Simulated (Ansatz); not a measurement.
Worked example: self-consistent single point of CrCo3 (P1, 4 atoms in the cell) in Ansatz (a program for electronic structure).

Level of theory: LDA (PW92), PAW files made with PBE (plane waves; Ansatz).

The change in words: atoms moved at random. Reference geometry:
```yaml
crystal:
  lattice:
    - [3.49324, 0.00000, 0.00000]
    - [0.00000, 3.49324, 0.00000]
    - [0.00000, 0.00000, 3.49324]
  atoms:
    - { symbol: Cr, position: [0.00000, 0.00000, 0.00000], spin: 3.0 }
    - { symbol: Co, position: [0.50000, 0.50000, 0.00000], spin: 3.0 }
    - { symbol: Co, position: [0.00000, 0.50000, 0.50000], spin: 3.0 }
    - { symbol: Co, position: [0.50000, 0.00000, 0.50000], spin: 3.0 }
```
(The spins are starting values, not results.)

Reference input (self-consistent single point, DFT, LDA (PW92), plane waves, PAW files made with PBE): kpoints.mp_grid.grid = 9 9 9; hamiltonian.xc = lda; hamiltonian.pseudopotentials = {kind: paw} (the program's default PAW files); magnetization.spin_polarized = true; scf.occupations.method = gaussian; scf.occupations.width = 0.1 eV. This run's input differs from it in these lines:

Ansatz 0.2 input:
```diff
@@ -6,6 +6,6 @@
   atoms:
-    - { symbol: Cr, position: [0.000000, 0.000000, 0.000000], spin: 3.0 }
-    - { symbol: Co, position: [0.500000, 0.500000, 0.000000], spin: 3.0 }
-    - { symbol: Co, position: [0.000000, 0.500000, 0.500000], spin: 3.0 }
-    - { symbol: Co, position: [0.500000, 0.000000, 0.500000], spin: 3.0 }
+    - { symbol: Cr, position: [0.008509, -0.016612, 0.012310], spin: 3.0 }
+    - { symbol: Co, position: [0.494146, 0.508001, -0.014858], spin: 3.0 }
+    - { symbol: Co, position: [0.010526, 0.489408, 0.495570], spin: 3.0 }
+    - { symbol: Co, position: [0.486820, 0.019203, 0.506978], spin: 3.0 }
 kpoints:
```

The program printed (abridged):

```
SCF iter   1: F=—  HF=-18517.249093 eV  |F-HF|=—  |Δ(HF+E_count)|=         —  Δρ=4.07e-1 (↑4.07e-1 ↓2.66e-1)  dr2=1.46e1  dr2_m=4.25e1  M=1.046 μB ∫|m|=1.408 μB  β_m=0.30  ethr=3.10e-3  ⟨swp⟩=5.4  Hψ=111779  notcnv=0  defer=442
Mixer restart at iter 1: flushing history
all-band conjugate gradients solve this SCF's bands
preconditioner: auto → Kerker (q_TF=auto, 2.927 Å⁻¹)
   [... lines left out ...]
SCF iter  16: F=—  HF=-18511.279530 eV  |F-HF|=—  |Δ(HF+E_count)|=   1.25e-8  Δρ=7.27e-6 (↑3.67e-6 ↓7.27e-6)  dr2=3.01e-8  dr2_m=3.76e-9  M=0.595 μB ∫|m|=3.180 μB  β_m=0.98  ethr=2.20e-10  ⟨swp⟩=2.2  Hψ=41418  notcnv=0  defer=4122
SCF iter  17: F=-18511.279529 eV  HF=-18511.279530 eV  |F-HF|=9.45e-8  |Δ(HF+E_count)|=   5.42e-9  Δρ=1.04e-5 (↑5.83e-6 ↓1.04e-5)  dr2=9.95e-8  dr2_m=2.13e-9  M=0.595 μB ∫|m|=3.180 μB  ethr=4.63e-11  ⟨swp⟩=7.7  Hψ=139884  notcnv=0
SCF 1 converged in 17 iterations: F = -18511.279529 eV  dr2 = 9.95e-8
WARN: the starting moments were not kept: 1 of 4 ended reversed and 3 kept their direction, counting a site from 0.1 μB …
Magnetization: 0.5950 μB (32.7975 up, 32.2025 down)
   [... lines left out ...]
Absolute magnetization: 3.1810 μB (∫|ρ↑−ρ↓|, with the PAW one-centre terms)
Free energy (F): -18511.279529 eV
Fermi energy:    19.254447 eV
   [... lines left out ...]
  atom   4  Co     0.40673166    -0.69218726    -0.26890418
--- Stress (GPa, compression-positive) ---
      -16.839109      -1.800977       0.467254
       -1.800977     -16.039464       0.132932
        0.467254       0.132932     -16.973099
  P = ⅓ Tr σ = -16.6172 GPa (-166.172 kbar)
  The stress holds the Pulay correction. Without it, at fixed plane waves, as pw.x and ABINIT print it: P = -16.7269 GPa
```

The run converged in 17 iterations. Against the reference run the free energy goes up by 20.3 meV/atom, the pressure goes from -18.05 to -16.62 GPa, the largest force goes from 0.000 to 0.847 eV/Å and the size of the net moment hardly changes (0.13 to 0.15 μB/atom).

The starting cell comes from a database of computed structures (which also holds hypothetical and non-ambient phases and stackings), without a prior relaxation at this level. Its lattice was rescaled by a random factor within 2.5 % of one. For this run, on top of that: atoms moved at random. The magnetic order is the one reached from the typed start; others were not searched systematically. The program warned that a starting moment was not kept. With a pressure of about -17 GPa the cell is away from its equilibrium volume at this level. Ansatz's pressure includes its estimate of the finite-basis (Pulay) stress.

Cost on one core of a shared machine: roughly 3 min.
